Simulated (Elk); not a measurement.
```
CELL_PARAMETERS angstrom
      0.00000     2.69863     2.69863
      2.69863     0.00000     2.69863
      2.69863     2.69863     0.00000
ATOMIC_POSITIONS crystal
  Yb 0.00000 0.00000 0.00000
```

Level of theory: PBE, all-electron FP-LAPW, Elk's shipped species files, APW+lo basis with extra local orbitals (Elk).

The set-up and first iterations of an Elk log for Yb (Fm-3m, 1 atom in the cell):

```
│ Elk code version 10.2.4 │

All units are atomic (Hartree, Bohr, etc.)

│ Ground-state run starting from atomic densities │

Lattice vectors :
   0.000000000       5.099664053       5.099664053
   5.099664053       0.000000000       5.099664053
   5.099664053       5.099664053       0.000000000

Unit cell volume      :    265.2495755
Brillouin zone volume :   0.9351578148

Muffin-tin inner radius fraction :   0.1000000000E-01

Nuclei treated as point charges

Species :    1 (Yb)
 parameters loaded from : Yb.in
 name : ytterbium
 nuclear charge    :   -70.00000000
 electronic charge :    70.00000000
 atomic mass :    315432.6234
 muffin-tin radius :    2.800000000
 number of radial points in muffin-tin :    697
 atomic positions (lattice), magnetic fields (Cartesian) :
   1 :   0.00000000  0.00000000  0.00000000    0.00000000  0.00000000  0.00000000

Total number of atoms per unit cell :    1

Spin treatment :
 spin-unpolarised

   [... lines left out ...]
Maximum |G+k| for APW functions       :    2.857142857
Maximum (1/2)|G+k|²                   :    4.081632653
Maximum |G| for potential and density :    16.00000000
 potential will be trimmed for |G| > 2 gkmax
Constant for pseudocharge density :   11
Radial integration step length :    4

G-vector grid sizes :     40    40    40
Number of G-vectors :    18197

Maximum angular momentum used for
 APW functions                      :    8
 outer part of muffin-tin           :    6
 inner part of muffin-tin           :    3

Total nuclear charge    :   -70.00000000
Total core charge       :    46.00000000
Total valence charge    :    24.00000000
Total excess charge     :    0.000000000
Total electronic charge :    70.00000000

Effective Wigner radius, rₛ :   0.9671400084

Number of empty states         :    4
Total number of valence states :   16
Total number of core states    :   46

Conduction state local-orbitals added automatically
Total number of local-orbitals :   96

Exchange-correlation functional :     20     0     0
 Perdew-Burke-Ernzerhof, Phys. Rev. Lett. 77, 3865 (1996)
 gradient requirement :    1
 generalised gradient approximation (GGA)

Smearing type :    3
 Fermi-Dirac
Smearing width :   0.3674930000E-02
Effective electronic temperature (K) :    1160.451112

Mixing type :    3
 Broyden mixing, J. Phys. A: Math. Gen. 17, L317 (1984)

Kohn-Sham potential initialised from atomic data
│ Self-consistent loop started │
│ Loop number : 1 │
 total energy                :     -13901.1301489
│ Loop number : 2 │
 total energy                :     -13946.6189155
RMS change in Kohn-Sham potential (target) :    1.628619088     (  0.1000000000E-05)
Absolute change in total energy (target)   :    45.48876662     (  0.1000000000E-03)
│ Loop number : 3 │
 total energy                :     -14064.1146086
RMS change in Kohn-Sham potential (target) :   0.1832943620     (  0.1000000000E-05)
Absolute change in total energy (target)   :    128.8678848     (  0.1000000000E-03)
│ Loop number : 4 │
 total energy                :     -14081.2447321
RMS change in Kohn-Sham potential (target) :   0.6027850010E-01 (  0.1000000000E-05)
Absolute change in total energy (target)   :    49.34709468     (  0.1000000000E-03)
│ Loop number : 5 │
 total energy                :     -14082.5422769
RMS change in Kohn-Sham potential (target) :   0.7107320597E-01 (  0.1000000000E-05)
Absolute change in total energy (target)   :    13.63431850     (  0.1000000000E-03)
│ Loop number : 6 │
 total energy                :     -14080.3716225
RMS change in Kohn-Sham potential (target) :   0.5351392766E-01 (  0.1000000000E-05)
Absolute change in total energy (target)   :    1.237925208     (  0.1000000000E-03)
│ Loop number : 7 │
 total energy                :     -14084.3072606
RMS change in Kohn-Sham potential (target) :   0.1077796424     (  0.1000000000E-05)
   [... lines left out ...]
```

Will this run converge, and how will it end?

The run ended unconverged after 200 iterations. It gives no final result for the task that was set. The log goes on:

```
Absolute change in total energy (target)   :    607.1399737     (  0.1000000000E-03)
│ Loop number : 134 │
 total energy                :     -14254.7370719
   [... lines left out ...]
RMS change in Kohn-Sham potential (target) :   0.4226190281     (  0.1000000000E-05)
Absolute change in total energy (target)   :    9.743579641     (  0.1000000000E-03)
│ Loop number : 198 │
 total energy                :     -14060.8514234
RMS change in Kohn-Sham potential (target) :   0.1990960044     (  0.1000000000E-05)
Absolute change in total energy (target)   :    15.52471553     (  0.1000000000E-03)
│ Loop number : 199 │
 total energy                :     -14065.6401412
RMS change in Kohn-Sham potential (target) :   0.1273818962     (  0.1000000000E-05)
Absolute change in total energy (target)   :    8.669896651     (  0.1000000000E-03)
│ Loop number : 200 │
Reached self-consistent loops maximum

Energies :
 Fermi                       :     0.155691520700
 total energy                :     -14082.2147096

Density of states at Fermi energy :    45.78816789
 (states/Hartree/unit cell)

Estimated indirect band gap :   0.1761403671E-02
 from k-point     26 to k-point     46
Estimated direct band gap   :   0.1048498704E-01
 at k-point     43

Charges :
 core                        :    46.00000000
 valence                     :    24.00000000
 interstitial                :    1.763294633
 muffin-tins (core leakage)
  species :    1 (Yb)
   atom    1                 :    68.23670537     (  0.1108291748E-05)
 total in muffin-tins        :    68.23670537
 total calculated charge     :    69.99698880
 total charge                :    70.00000000
 error                       :   0.3011198912E-02

│ Self-consistent loop stopped │
```

The starting cell has typed, rounded lattice constants, without a prior relaxation at this level. Its lattice was rescaled by up to half a per cent. For this run, on top of that: lattice scaled by 0.98. Spin-orbit coupling is off. Values depend on the basis (sphere radii, cutoffs, local orbitals), which need not be converged.

The run was DFT, PBE, all-electron FP-LAPW, Elk's shipped species files, APW+lo basis with extra local orbitals. Main settings of its input:

| setting | value |
|---|---|
| xctype | 20 |
| rgkmax | 8 |
| stype | 3 |
| swidth | 0.00367493 Ha |
| ngridk | 10 10 10 |
| gmaxvr | 16 1/bohr |
| nxlo | 2 |
| lorbcnd | true |
| lmaxi | 3 |
